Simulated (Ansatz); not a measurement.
A relaxation of the atoms of Ca2AgPd2 (Imm2, 5 atoms in the cell) with Ansatz (a quantum-chemistry and plane-wave program).

Level of theory: LDA (PW92), default PAW files made with PBE (plane waves; Ansatz).

The change in words: one atom moved by 0.15 angstrom; relax: default → atoms; relax.f_tol: default → 0.05 eV/Å. Reference geometry:
```
Ca2AgPd2
1.0
   -2.25061     2.90195     4.22935
    2.25061    -2.90195     4.22935
    2.25061     2.90195    -4.22935
Ca Ag Pd
2 1 2
Direct
  0.70221   0.20221   0.50000
  0.29779   0.79779   0.50000
  0.00000   0.00000   0.00000
  0.73119   0.50000   0.23119
  0.26881   0.50000   0.76881
```

Reference input (self-consistent single point, DFT, LDA (PW92), plane waves, default PAW files made with PBE): basis.ecutwfc = 420 eV; kpoints.mp_grid.grid = 7 7 7; hamiltonian.xc = lda; hamiltonian.pseudopotentials = {kind: paw} (the program's default PAW files); scf.occupations.method = fermi_dirac; scf.occupations.width = 0.1 eV. This run's input differs from it in these lines:

```diff
@@ -7,3 +7,3 @@
   atoms:
-    - { symbol: Ca, position: [0.702210, 0.202210, 0.500000] }
+    - { symbol: Ca, position: [0.719943, 0.219943, 0.500000] }
     - { symbol: Ca, position: [0.297790, 0.797790, 0.500000] }
@@ -21,2 +21,4 @@
   occupations: { method: fermi_dirac, width: 0.1 }
+relax:
+  f_tol: 0.05
 output:
```

Output (repeated stretches shortened):

```
   [... SCF lines of the steps left out ...]
relax step   1: F+E_penalty+E_count = -24695.41248915 eV  Δ(F+E_penalty+E_count) = +0.000e0 eV  max|allowed force component| = 5.587e-1 eV/Å  Δτ_max = 0.0000 Å  (6 SCF iters, dr2 threshold 6.25e-5 eV, accepted)
relax step   2: F+E_penalty+E_count = -24695.44957926 eV  Δ(F+E_penalty+E_count) = -3.709e-2 eV  max|allowed force component| = 1.027e-1 eV/Å  Δτ_max = 0.1051 Å  (6 SCF iters, dr2 threshold 1.95e-5 eV, accepted)
relax step   3: F+E_penalty+E_count = -24695.45191141 eV  Δ(F+E_penalty+E_count) = -2.332e-3 eV  max|allowed force component| = 2.727e-2 eV/Å  Δτ_max = 0.0178 Å  (7 SCF iters, accepted)
the relaxation is at rest under the 4 symmetry operations that the run kept from its start: a minimum is not shown …
Free energy (F): -24695.451911 eV
Internal energy: -24695.392082 eV  (E = F + TS)
E sigma→0 (E₀):  -24695.421997 eV
Entropy (-TS):   -0.059830 eV (-11.966 meV/atom)
Fermi energy:    11.500114 eV
--- Forces (eV/Å), atoms counted from 1 ---
  atom   1  Ca    -0.00000000     0.00000000    -0.00594375
  atom   2  Ca     0.00000000     0.00000000    -0.02728646
  atom   3  Ag     0.00000000     0.00000000     0.00490790
  atom   4  Pd     0.00000000     0.00028194     0.01412765
  atom   5  Pd    -0.00000000    -0.00028194     0.01412765
--- Stress (GPa, compression-positive) ---
   [... lines left out ...]
    - { symbol: Ca, position: [0.30154873015713984, 0.8015487301571398, 0.5] }
    - { symbol: Ag, position: [0.003313433624979213, 0.003313433624979214, 1.066828083194774e-18] }
    - { symbol: Pd, position: [0.7353663483565661, 0.5032005546015335, 0.23216579375503266] }
    - { symbol: Pd, position: [0.27103476084650074, 0.5032005546015335, 0.7678342062449672] }
```

The run converged. 

Summary of the result:
- Free energy E − TS (on the zero of these files) = -24695.4519 eV
- Fermi level (on the code's own zero) = 11.50 eV
- Pressure = -5.75 GPa
- Largest force (vector length) = 0.027 eV/Å
- Relaxation steps = 3

The starting cell comes from a database of computed structures (which also holds hypothetical and non-ambient phases and stackings), without a prior relaxation at this level. Its lattice was rescaled by up to half a per cent. For this run, on top of that: one atom moved by 0.15 angstrom. Spin polarisation is off. The relaxation keeps the symmetry of its start, so its end need not be a minimum. Ansatz's pressure includes its estimate of the finite-basis (Pulay) stress.

Cost on one core of a shared machine: roughly 90 s.

Keys are those of Ansatz 0.2.
